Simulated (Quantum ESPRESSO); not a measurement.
Quantum ESPRESSO 7.5, DFT, PBE, plane waves, SSSP 1.1.2 efficiency PBE: cubic perovskite SrTiO3 (SrTiO3), 5 atoms. Basis and mesh were picked for this test and aren't claimed converged.

```json
{
 "cell": "3.90, 3.90, 3.90 Å; 90, 90, 90°",
 "task": "scf",
 "k mesh": "8×8×8",
 "ecutwfc": "45 Ry",
 "ecutrho": "360 Ry",
 "occupations": "fixed",
 "conv_thr": "5e-09 Ry",
 "tprnfor": "true",
 "tstress": "false",
 "k-point pools (-nk)": "8",
 "diagonalization": "david (default)",
 "mixing_mode": "plain (default)",
 "mixing_beta": "0.7 (default)",
 "mixing_ndim": "8 (default)",
 "k-points computed": "35",
 "bands": "20",
 "electrons": "40",
 "G-vectors of the density": "46297",
 "FFT grid": "45×45×45",
 "symmetry_operations": "48"
}
```

Machine: one whole node, AMD EPYC (Zen 5), 96 cores on 1 socket, no SMT, 12 L3 cache groups.

Times are wall-clock medians of two to five runs, from launch to exit, with nothing else on the machine. Unless noted, each process is bound to its own block of adjacent cores. The times hold for this build (conda-forge: Open MPI 5.0, OpenMP, OpenBLAS 0.3.34 (pthreads), FFTW, ScaLAPACK, ELPA). Scratch files lie in a memory file system.

Started as
```bash
OMP_NUM_THREADS=1 mpirun -np 16 pw.x -nk 8 -in pw.in
```
(16 ranks) it takes 2.4 s and 13 SCF iterations.

### Question
What happens to the run time with 8 ranks?

### Answer
About 4.4 s (3 runs within 1 %): 1.8× as long, on 8 cores in place of 16, so 0.91× the core-time. Change in the result: energy equal as printed.
